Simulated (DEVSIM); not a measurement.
System: CdTe p-n junction from an implanted or diffused profile, at 300 K.

```csv
layer (left to right),material,thickness (μm),Nd (cm⁻³),τn (s),τp (s)
1,CdTe,170,6.3e15,2.8e-8,2.8e-8
```

Added acceptor profile: 4.9e17 cm⁻³ × exp(−(x − 0.042 μm)²/(2·(0.07 μm)²)). Left contact: ohmic. Right contact: ohmic. Voltage is applied to the left contact. Recombination: SRH at mid-gap, radiative, Auger. Mobility is constant in doping.

This is a model device: material constants are rounded textbook-type values typed into the input, and sizes, dopings and lifetimes were drawn at random. Values at 300 K.

```
parameter        CdTe
-------------  ------
gap (eV)          1.5
affinity (eV)    4.28
permittivity     10.2
Nc (cm⁻³)        8e17
Nv (cm⁻³)      1.8e19
μn (cm²/Vs)      1000
μp (cm²/Vs)        80
B (cm³/s)       1e-10
Cn (cm⁶/s)      1e-30
Cp (cm⁶/s)      1e-30
```

Simulated with DEVSIM: 1D drift-diffusion, Boltzmann statistics, complete ionisation; no tunnelling, impact ionisation, image-force lowering or self-heating.

Question: Tabulate band edges, carrier densities and field at 1.1 V on the left contact.

Answer: Energies count from the Fermi level of the right contact; mesh points crowd at the junctions.

```json
[
 {"x (μm)": "0.000", "Ec (eV)": "0.302", "Ev (eV)": "-1.198", "n (cm⁻³)": "< 1e2", "p (cm⁻³)": "4.0e17", "field (V/cm)": "1900"},
 {"x (μm)": "0.02645", "Ec (eV)": "0.306", "Ev (eV)": "-1.194", "n (cm⁻³)": "5.3e11", "p (cm⁻³)": "4.7e17", "field (V/cm)": "830"},
 {"x (μm)": "0.06341", "Ec (eV)": "0.305", "Ev (eV)": "-1.195", "n (cm⁻³)": "1.3e12", "p (cm⁻³)": "4.6e17", "field (V/cm)": "-1200"},
 {"x (μm)": "0.1108", "Ec (eV)": "0.294", "Ev (eV)": "-1.206", "n (cm⁻³)": "3.4e12", "p (cm⁻³)": "2.9e17", "field (V/cm)": "-3800"},
 {"x (μm)": "0.1946", "Ec (eV)": "0.239", "Ev (eV)": "-1.261", "n (cm⁻³)": "3.6e13", "p (cm⁻³)": "3.5e16", "field (V/cm)": "-9800"},
 {"x (μm)": "0.2576", "Ec (eV)": "0.172", "Ev (eV)": "-1.328", "n (cm⁻³)": "4.8e14", "p (cm⁻³)": "2.7e15", "field (V/cm)": "-9600"},
 {"x (μm)": "0.3248", "Ec (eV)": "0.126", "Ev (eV)": "-1.374", "n (cm⁻³)": "2.8e15", "p (cm⁻³)": "4.5e14", "field (V/cm)": "-4100"},
 {"x (μm)": "0.4359", "Ec (eV)": "0.107", "Ev (eV)": "-1.393", "n (cm⁻³)": "5.9e15", "p (cm⁻³)": "2.1e14", "field (V/cm)": "-480"},
 {"x (μm)": "0.6642", "Ec (eV)": "0.105", "Ev (eV)": "-1.395", "n (cm⁻³)": "6.5e15", "p (cm⁻³)": "1.7e14", "field (V/cm)": "≈ 0"},
 {"x (μm)": "1.250", "Ec (eV)": "0.105", "Ev (eV)": "-1.395", "n (cm⁻³)": "6.4e15", "p (cm⁻³)": "1.4e14", "field (V/cm)": "≈ 0"},
 {"x (μm)": "2.856", "Ec (eV)": "0.105", "Ev (eV)": "-1.395", "n (cm⁻³)": "6.4e15", "p (cm⁻³)": "7.0e13", "field (V/cm)": "≈ 0"},
 {"x (μm)": "9.425", "Ec (eV)": "0.106", "Ev (eV)": "-1.394", "n (cm⁻³)": "6.3e15", "p (cm⁻³)": "4.6e12", "field (V/cm)": "≈ 0"},
 {"x (μm)": "23.73", "Ec (eV)": "0.108", "Ev (eV)": "-1.392", "n (cm⁻³)": "6.3e15", "p (cm⁻³)": "1.2e10", "field (V/cm)": "≈ 0"},
 {"x (μm)": "60.42", "Ec (eV)": "0.112", "Ev (eV)": "-1.388", "n (cm⁻³)": "6.3e15", "p (cm⁻³)": "3600", "field (V/cm)": "≈ 0"},
 {"x (μm)": "135.4", "Ec (eV)": "0.121", "Ev (eV)": "-1.379", "n (cm⁻³)": "6.3e15", "p (cm⁻³)": "< 1e2", "field (V/cm)": "≈ 0"},
 {"x (μm)": "157.0", "Ec (eV)": "0.124", "Ev (eV)": "-1.376", "n (cm⁻³)": "6.3e15", "p (cm⁻³)": "< 1e2", "field (V/cm)": "≈ 0"},
 {"x (μm)": "164.9", "Ec (eV)": "0.125", "Ev (eV)": "-1.375", "n (cm⁻³)": "6.3e15", "p (cm⁻³)": "< 1e2", "field (V/cm)": "≈ 0"},
 {"x (μm)": "168.0", "Ec (eV)": "0.125", "Ev (eV)": "-1.375", "n (cm⁻³)": "6.3e15", "p (cm⁻³)": "< 1e2", "field (V/cm)": "≈ 0"},
 {"x (μm)": "169.5", "Ec (eV)": "0.125", "Ev (eV)": "-1.375", "n (cm⁻³)": "6.3e15", "p (cm⁻³)": "< 1e2", "field (V/cm)": "≈ 0"},
 {"x (μm)": "169.8", "Ec (eV)": "0.125", "Ev (eV)": "-1.375", "n (cm⁻³)": "6.3e15", "p (cm⁻³)": "< 1e2", "field (V/cm)": "≈ 0"},
 {"x (μm)": "169.9", "Ec (eV)": "0.125", "Ev (eV)": "-1.375", "n (cm⁻³)": "6.3e15", "p (cm⁻³)": "< 1e2", "field (V/cm)": "≈ 0"},
 {"x (μm)": "170.0", "Ec (eV)": "0.125", "Ev (eV)": "-1.375", "n (cm⁻³)": "6.3e15", "p (cm⁻³)": "< 1e2", "field (V/cm)": "≈ 0"}
]
```
